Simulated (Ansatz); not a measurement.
Consider CsPbBr₃ in the cubic perovskite structure (space group Pm-3m, No. 221; a = 5.9378 Å).

Level of theory: Kohn–Sham DFT with the r2SCAN functional, run in Ansatz (a first-principles code) with PAW and 500 eV plane waves, no SOC, earlier PAW set.

For the base:

```
Quantity                                            Result
-----------------------------  ---------------------------
Lattice parameter a                                5.938 Å
Width of the top valence band                      2.00 eV
Electron mass                  0.091, 0.82, 0.82 mₑ (at R)
Band gap                                           2.05 eV
```

It is then changed as follows: Li takes the place of Cs on all its sites; the structure is relaxed again.

**Question.** Predict the new lattice parameter a, width of the top valence band, electron mass and band gap.

**Answer.** The lattice parameter a falls by 0.0374 Å (5.938 Å → 5.900 Å); the width of the top valence band grows by 0.205 eV (2.00 eV → 2.21 eV); the electron mass (degenerate bands, along [100]) goes from 0.091, 0.82, 0.82 mₑ (at R) to 0.087, 0.88, 0.88 mₑ (at R); the band gap decreases by 0.030 eV to 2.01 eV.

With Pb present, leaving out spin-orbit coupling can change the band edges. Masses are band curvatures over ±0.01 Å⁻¹ around the edge. Stability against distortions was not tested. As relaxed here, LiPbBr3 is a hypothetical phase, not in the database extracts checked. Many cubic perovskites are stable only at high temperature; tilts and polar distortions were not tested. This is not the structure that CsPbBr3 has at room temperature and ambient pressure.
